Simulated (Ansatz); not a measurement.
Cells marked so need not be the phases stable at ambient conditions, and some may be hypothetical.

No gap correction and no spin-orbit coupling; mid-gap values are interpolated between computed energies.

A. BaZrO3 (I4/mcm, not sure to be the ambient phase, 10 atoms a cell, 14.9 Å³ an atom), along the normal of (001)
B. CaO (P6_3/mmc, not sure to be the ambient phase, 4 atoms a cell, 16.5 Å³ an atom), along the normal of (110)
C. BaCdSbF (P4/nmm, not sure to be the ambient phase, 8 atoms a cell, 26.3 Å³ an atom), along the normal of (111)
D. K₂NaGaF₆ (Fm-3m, not sure to be the ambient phase, 10 atoms a cell, 14.8 Å³ an atom, -4 GPa at this level), along the normal of (111)

### Question
Order them by mid-gap decay constant of the slowest evanescent state (lowest first) at the level r2SCAN in Ansatz (a quantum-chemistry and plane-wave program).

### Answer
C (0.10 1/Å), A (0.29 1/Å), B (0.37 1/Å), D (0.54 1/Å)
